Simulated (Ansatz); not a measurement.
Pt under a change: isotropic strain −0.53 %

Start from Pt in the fcc (Cu type) structure (space group Fm-3m, No. 225; a = 3.9415 Å; relaxed with 0.1 eV smearing).

Modification: the cell is scaled by 0.9947 in all directions; the atoms relax in the strained cell.

Computed with Ansatz (an electronic-structure program), r2SCAN, PAW, cutoff 500 eV, no SOC, earlier PAW set. Settings: 29×29×29 k-points, 0.1 eV Fermi–Dirac smearing.

| quantity | base | changed | shift |
|---|---|---|---|
| volume per atom | 15.31 Å³ | 15.07 Å³ | -0.24 Å³ |
| space group | Fm-3m (No. 225) | Fm-3m (No. 225) | – |
| shortest interatomic distance | 5.267 bohr | 5.239 bohr | -0.028 bohr |
| energy relative to the base (free energy F) | 0 meV/atom | +3.3 meV/atom | +3.3 meV/atom |
| pressure | 0.0 GPa | 4.5 GPa | +4.5 GPa |
| band gap | zero | zero | – |

Final structure:

```
Pt
1.0
    0.00000     1.96031     1.96031
    1.96031     0.00000     1.96031
    1.96031     1.96031     0.00000
Pt
1
Direct
  0.00000   0.00000   0.00000
```

Cost of the whole job for the changed cell (relaxation, final SCF and bands): very roughly 40 core-seconds.

Stability against distortions was not tested. The final runs are not spin-polarised.
